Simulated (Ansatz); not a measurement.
Ansatz (a program for electronic structure) run on Zn2GaCuSe4 (P1, 8 atoms in the cell): self-consistent single point.

Level of theory: LDA (PW92), PAW files made with PBE (plane waves; Ansatz).

The change in words: atoms moved at random. Reference geometry:
```
CELL_PARAMETERS angstrom
     -2.85330     2.85330     5.68208
      2.85330    -2.85330     5.68208
      2.85330     2.85330    -5.68208
ATOMIC_POSITIONS crystal
  Zn 0.75000 0.25000 0.50000
  Zn 0.25000 0.75000 0.50000
  Ga 0.50000 0.50000 0.00000
  Cu 0.00000 0.00000 0.00000
  Se 0.12590 0.12590 0.49750
  Se 0.87410 0.37160 0.00000
  Se 0.62840 0.62840 0.50250
  Se 0.37160 0.87410 0.00000
```

Reference input (self-consistent single point, DFT, LDA (PW92), plane waves, PAW files made with PBE): basis.ecutwfc = 420 eV; kpoints.mp_grid.grid = 3 3 3; hamiltonian.xc = lda; hamiltonian.pseudopotentials = {kind: paw} (the program's default PAW files); scf.occupations.method = fermi_dirac; scf.occupations.width = 0.02 eV. This run's input differs from it in these lines:

Ansatz 0.2 input:
```diff
@@ -6,10 +6,10 @@
   atoms:
-    - { symbol: Zn, position: [0.750000, 0.250000, 0.500000] }
-    - { symbol: Zn, position: [0.250000, 0.750000, 0.500000] }
-    - { symbol: Ga, position: [0.500000, 0.500000, 0.000000] }
-    - { symbol: Cu, position: [0.000000, 0.000000, 0.000000] }
-    - { symbol: Se, position: [0.125900, 0.125900, 0.497500] }
-    - { symbol: Se, position: [0.874100, 0.371600, 0.000000] }
-    - { symbol: Se, position: [0.628400, 0.628400, 0.502500] }
-    - { symbol: Se, position: [0.371600, 0.874100, 0.000000] }
+    - { symbol: Zn, position: [0.764568, 0.253706, 0.510260] }
+    - { symbol: Zn, position: [0.246207, 0.748579, 0.500692] }
+    - { symbol: Ga, position: [0.496271, 0.503915, -0.006085] }
+    - { symbol: Cu, position: [-0.013438, -0.010610, -0.021452] }
+    - { symbol: Se, position: [0.128671, 0.120855, 0.496978] }
+    - { symbol: Se, position: [0.877804, 0.378402, 0.005985] }
+    - { symbol: Se, position: [0.630801, 0.637218, 0.509426] }
+    - { symbol: Se, position: [0.369116, 0.867935, 0.004196] }
 basis:
```

Log, with long lists cut:

```
SCF iter   1: F=—  HF=-38293.679743 eV  |F-HF|=—  |Δ(HF+E_count)|=         —  Δρ=5.54e-2  dr2=4.04e0  ethr=3.10e-3  ⟨swp⟩=6.0  Hψ=3626  notcnv=0
all-band conjugate gradients solve this SCF's bands
preconditioner: auto → Resta (q_TF=auto, 2.538 Å⁻¹)
SCF iter   2: F=—  HF=-38292.631817 eV  |F-HF|=—  |Δ(HF+E_count)|=    1.05e0  Δρ=2.92e-2  dr2=8.79e-1  ethr=3.10e-3  ⟨swp⟩=2.5  Hψ=1631  notcnv=0  defer=85
   [... lines left out ...]
SCF iter  10: F=—  HF=-38292.324571 eV  |F-HF|=—  |Δ(HF+E_count)|=   3.33e-6  Δρ=3.84e-5  dr2=2.03e-6  ethr=7.50e-9  ⟨swp⟩=2.0  Hψ=1301  notcnv=0  defer=85
SCF iter  11: F=—  HF=-38292.324572 eV  |F-HF|=—  |Δ(HF+E_count)|=   1.20e-6  Δρ=3.26e-5  dr2=9.91e-7  ethr=1.69e-9  ⟨swp⟩=2.0  Hψ=1321  notcnv=0  defer=85
SCF iter  12: F=—  HF=-38292.324572 eV  |F-HF|=—  |Δ(HF+E_count)|=   5.44e-7  Δρ=1.14e-5  dr2=1.27e-7  ethr=8.26e-10  ⟨swp⟩=2.0  Hψ=1413  notcnv=0  defer=85
SCF iter  13: F=-38292.324572 eV  HF=-38292.324572 eV  |F-HF|=1.52e-9  |Δ(HF+E_count)|=   2.25e-8  Δρ=1.84e-6  dr2=3.82e-9  ethr=8.33e-11  ⟨swp⟩=9.9  Hψ=4784  notcnv=0
SCF 1 converged in 13 iterations: F = -38292.324572 eV  dr2 = 3.82e-9
Free energy (F): -38292.324572 eV
Internal energy: -38292.324524 eV  (E = F + TS)
E sigma→0 (E₀):  -38292.324548 eV
Entropy (-TS):   -0.000048 eV (-0.006 meV/atom)
Fermi energy:    6.925372 eV
--- Forces (eV/Å), atoms counted from 1 ---
  atom   1  Zn     0.08211185    -0.25917507    -0.09594203
  atom   2  Zn     0.06868160     0.24984582     0.06866611
  atom   3  Ga    -0.18249000     0.46181562    -0.45164930
  atom   4  Cu     0.29548255     0.22403680     0.12509666
  atom   5  Se    -0.00695026    -0.11163064     0.23467266
  atom   6  Se    -0.24120412    -0.02434959    -0.26470598
  atom   7  Se    -0.42764870    -0.19297509    -0.29256796
  atom   8  Se     0.41201918    -0.34756455     0.67643174
--- Stress (GPa, compression-positive) ---
       -5.074257      -0.269622       0.544019
       -0.269622      -5.037464       0.155530
        0.544019       0.155530      -5.161995
  P = ⅓ Tr σ = -5.0912 GPa (-50.912 kbar)
  The stress holds the Pulay correction. Without it, at fixed plane waves, as pw.x and ABINIT print it: P = -5.1276 GPa
```

The run converged in 13 iterations. Against the reference run the free energy goes up by 11.2 meV/atom, the pressure goes from -5.39 to -5.09 GPa, the largest force goes from 0.096 to 0.865 eV/Å and the gap on the mesh hardly changes (0.240 to 0.245 eV).

The starting cell comes from a database of computed structures (which also holds hypothetical and non-ambient phases and stackings), without a prior relaxation at this level. For this run, on top of that: atoms moved at random. Spin polarisation is off. With a pressure of about -5 GPa the cell is away from its equilibrium volume at this level. Ansatz's pressure includes its estimate of the finite-basis (Pulay) stress.
